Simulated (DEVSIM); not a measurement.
Structure: Au/SiO2/n-Si capacitor, at 300 K.

```
layer (left to right)  material  thickness (nm)  Nd (cm⁻³)
---------------------  --------  --------------  ---------
1                          SiO2            1.00          -
2                            Si            5200     1.2e16
```

Metal gate on the left, work function 5.1 eV. Fixed charge at the semiconductor interface 1.7e11 cm⁻² (in units of +e); no interface traps.

The device is made up for the run: typed textbook-type constants, with dimensions and the other settings drawn at random. Values at 300 K; Nc and Nv go as T^1.5, mobilities as T to minus their exponent, the gap by Varshni's rule with the affinity fixed.

| parameter | SiO2 | Si |
|---|---|---|
| gap (eV) | 9 | 1.124 |
| affinity (eV) | 0.9 | 4.05 |
| permittivity | 3.9 | 11.7 |
| Nc (cm⁻³) | - | 2.86e19 |
| Nv (cm⁻³) | - | 3.1e19 |
| Varshni α (eV/K) | - | 0.000473 |
| Varshni β (K) | - | 636 |

DEVSIM, 1D Poisson equation in equilibrium, Boltzmann statistics, complete ionisation; no quantum confinement or tunnelling. Metal contacts follow the ideal Schottky-Mott rule: no Fermi-level pinning, no interface dipoles.

The temperature was swept, all else fixed.

```
temperature (K)  flat-band voltage (V)  threshold voltage (band bending 2φF) (V)  minimum of the low-frequency capacitance (μF/cm²)
---------------  ---------------------  ----------------------------------------  -------------------------------------------------
250                               0.88                                      0.05                                             0.0389
300                               0.84                                      0.11                                             0.0413
350                               0.80                                      0.16                                             0.0465
400                               0.76                                      0.22                                             0.0528
450                               0.72                                      0.28                                             0.0623
500                               0.67                                      0.34                                             0.0794
```

From the first row to the last the flat-band voltage goes from 0.88 to 0.67. From the first row to the last the threshold voltage (band bending 2φF) goes from 0.05 to 0.34.
